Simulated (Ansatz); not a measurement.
Consider Ir in the fcc (Cu type) structure (space group Fm-3m, No. 225; a = 3.8305 Å).

The values are results of Kohn–Sham DFT with the PBEsol functional, run in Ansatz (a first-principles code) with PAW and 420 eV plane waves, scalar-relativistic without spin-orbit coupling, not measurements.

For the base:

| Property | Value |
|---|---|
| Volume per atom | 14.05 Å³ |

Modification: a hydrostatic pressure of 60 GPa.

**Question.** What does the calculation give for the volume per atom after the change?

**Answer.** The volume per atom decreases by 1.54 Å³ (14.05 Å³ → 12.51 Å³).

Load acts through the strain it causes; cell and atoms are relaxed under it. Stability against distortions was not tested. No other phases were tried under pressure. All final runs are without spin polarisation.
